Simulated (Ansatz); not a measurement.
(CdS)5/(KF)7 rock salt (001) superlattice on KF (CdS held in this type, which need not be the stable form), space group P4/mmm.

The geometry comes from a PBE relaxation.

```yaml
crystal:
  lattice:
    - [3.83252, 0.00000, 0.00000]
    - [0.00000, 3.83252, 0.00000]
    - [0.00000, 0.00000, 33.44334]
  atoms:
    - { symbol: Cd, position: [0.00000, 0.00000, 0.00435] }
    - { symbol: S, position: [0.50000, 0.50000, 0.00392] }
    - { symbol: Cd, position: [0.50000, 0.50000, 0.08579] }
    - { symbol: S, position: [0.00000, 0.00000, 0.08635] }
    - { symbol: Cd, position: [0.00000, 0.00000, 0.16938] }
    - { symbol: S, position: [0.50000, 0.50000, 0.16938] }
    - { symbol: Cd, position: [0.50000, 0.50000, 0.25297] }
    - { symbol: S, position: [0.00000, 0.00000, 0.25241] }
    - { symbol: Cd, position: [0.00000, 0.00000, 0.33441] }
    - { symbol: S, position: [0.50000, 0.50000, 0.33484] }
    - { symbol: K, position: [0.50000, 0.50000, 0.42740] }
    - { symbol: F, position: [0.00000, 0.00000, 0.42457] }
    - { symbol: K, position: [0.00000, 0.00000, 0.50701] }
    - { symbol: F, position: [0.50000, 0.50000, 0.50773] }
    - { symbol: K, position: [0.50000, 0.50000, 0.58840] }
    - { symbol: F, position: [0.00000, 0.00000, 0.58822] }
    - { symbol: K, position: [0.00000, 0.00000, 0.66938] }
    - { symbol: F, position: [0.50000, 0.50000, 0.66938] }
    - { symbol: K, position: [0.50000, 0.50000, 0.75036] }
    - { symbol: F, position: [0.00000, 0.00000, 0.75054] }
    - { symbol: K, position: [0.00000, 0.00000, 0.83175] }
    - { symbol: F, position: [0.50000, 0.50000, 0.83103] }
    - { symbol: K, position: [0.50000, 0.50000, 0.91136] }
    - { symbol: F, position: [0.00000, 0.00000, 0.91419] }
```

Level of theory: HSE06 with spin-orbit coupling (plane waves to 420 eV, PAW; Ansatz, a quantum-chemistry and plane-wave program).  Its k-point mesh 5×5×1, Fermi–Dirac width 0.01 eV. HSE06 ran on meshes of its own (5×5×1); its edges and gaps are taken over the mesh and over extra points off it, mostly where PBE has its edges.

Problem. List the levels next to the gap at (0.000, -0.500, 0.000) of this cell's own (folded) zone, from the top of the valence band (the table ends after a fixed count of bands, which can cut a degenerate set).

Solution. 
```tsv
band	E − E_v (eV)
v8	-0.136
v7	-0.136
v6	-0.095
v5	-0.095
v4	-0.032
v3	-0.032
v2	-0.014
v1	-0.014
c1	4.409
c2	4.409
c3	4.638
c4	4.638
c5	4.924
c6	4.924
c7	5.194
c8	5.194
```
